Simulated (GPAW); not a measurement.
GPAW run on Pt (Fm-3m, 1 atom in the cell): self-consistent single point.

Level of theory: PBEsol, GPAW PAW datasets PBEsol (made by gpaw-setup) (plane waves; GPAW 25.7.0).

The change in words: lattice scaled by 0.98; kpts: 12 12 12 → 23 23 23; occupations.width: 0.1 eV → 0.05 eV. Reference geometry:
```
Pt
1.0
    0.00000     1.95412     1.95412
    1.95412     0.00000     1.95412
    1.95412     1.95412     0.00000
Pt
1
Cartesian
  0.00000   0.00000   0.00000
```

Reference input (self-consistent single point, DFT PBEsol, plane waves, GPAW PAW datasets PBEsol (made by gpaw-setup)): mode = pw; ecut = 600 eV; xc = PBEsol; kpts = 12 12 12; mesh shift (steps) = 0 0 0; occupations.name = methfessel-paxton; occupations.width = 0.1 eV; occupations.order = 0; nbands = -5; convergence.density = 1e-05 e/electron; convergence.energy = 1e-05 eV/electron; symmetry.symmorphic = false. This run's input differs from it in these lines:

```diff
@@ -5,5 +5,5 @@
 atoms = Atoms(['Pt'],
-              cell=[[0.000000, 1.954120, 1.954120],
-                    [1.954120, 0.000000, 1.954120],
-                    [1.954120, 1.954120, 0.000000]],
+              cell=[[0.000000, 1.915038, 1.915038],
+                    [1.915038, 0.000000, 1.915038],
+                    [1.915038, 1.915038, 0.000000]],
               scaled_positions=[[0.000000, 0.000000, 0.000000]],
@@ -13,4 +13,4 @@
             xc='PBEsol',
-            kpts={'size': (12, 12, 12), 'gamma': True},
-            occupations={'name': 'methfessel-paxton', 'width': 0.1, 'order': 0},
+            kpts=(23, 23, 23),
+            occupations={'name': 'methfessel-paxton', 'width': 0.05, 'order': 0},
             nbands=-5,
```

Output, abridged:

```
     iter     time        total  log10-change:
                         energy   eigst   dens
iter:   1 --:--:--    -7.696336
iter:   2 --:--:--    -7.626346   -1.50  -1.44
iter:   3 --:--:--    -7.318488   -1.47  -1.47
iter:   4 --:--:--    -7.241669   -2.67  -1.86
iter:   5 --:--:--    -7.235045   -2.75  -2.23
iter:   6 --:--:--    -7.235248   -4.14  -2.93
iter:   7 --:--:--    -7.234113   -4.49  -2.89
iter:   8 --:--:--    -7.234566   -4.10  -3.05
iter:   9 --:--:--    -7.234567   -5.78  -4.32
iter:  10 --:--:--    -7.234567c  -7.31  -4.28
iter:  11 --:--:--    -7.234567c  -7.27  -4.23
iter:  12 --:--:--    -7.234567c  -8.79c -4.05
iter:  13 --:--:--    -7.234566c  -7.14  -4.05
iter:  14 --:--:--    -7.234568c  -5.88  -3.95
iter:  15 --:--:--    -7.234568c  -7.90c -4.70
iter:  16 --:--:--    -7.234568c -10.21c -5.57c
Converged after 16 iterations.

Dipole moment: (0.000000, -0.000000, 0.000000) |e|*Ang

Energy contributions relative to reference atoms: (reference = -500235.591001)

Kinetic:         +1.674581
Potential:       -2.114189
External:        +0.000000
XC:              -6.188177
Entropy (-ST):   -0.002237
Local:           -0.605665
SIC:             +0.000000
--------------------------
Free energy:     -7.235687
Extrapolated:    -7.234568

Showing only first 2 kpts
 Kpt  Band  Eigenvalues  Occupancy
  0     6      9.20052    2.00000
  0     7     11.61735    2.00000
  0     8     11.61735    2.00000
  0     9     28.34016    0.00000

  1     6      9.25860    2.00000
  1     7     11.53045    2.00000
  1     8     11.64747    2.00000
  1     9     28.52131    0.00000

Fermi level: 13.44182

No gap
No difference between direct/indirect transitions
Energy (eV): -7.234568

Forces in eV/Ang:
  0 Pt    0.00000    0.00000    0.00000

Stress tensor:
    -0.141530    -0.000000    -0.000000
    -0.000000    -0.141530     0.000000
    -0.000000     0.000000    -0.141530
Stress (GPa, Voigt): [-22.6756 -22.6756 -22.6756   0.      -0.      -0.    ]
```

The run converged in 16 iterations. GPAW prints stress with tension positive. Against the reference run the free energy rises by 70.9 meV/atom and the pressure goes from 2.03 to 22.68 GPa.

The starting cell has typed, rounded lattice constants, without a prior relaxation at this level. Its lattice was rescaled by up to half a per cent. For this run, on top of that: lattice scaled by 0.98. Spin polarisation is off. With a pressure of about 23 GPa the cell is away from its equilibrium volume at this level.

Cost on one core of a shared machine: roughly 90 s.
